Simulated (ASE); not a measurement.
CaS (rock salt), cell Ca32S32, begun in the crystal structure [in the run: it stayed crystalline; mean temperature 296 K (target 300 K)]; MD at a mean temperature of 296 K and a mean pressure of -0.1 GPa, 3.0 ps sampled (in preparation the cell's shape was held).

### Question
What is the computed first peak of g(Ca-Ca); density (the machine-learned potential CHGNet 0.3.0 in ASE)?

### Answer

| Property | Value |
|---|---|
| first peak of g(Ca-Ca) | 4.07 Å, height 6.9 |
| density | 2.50 g/cm³ |
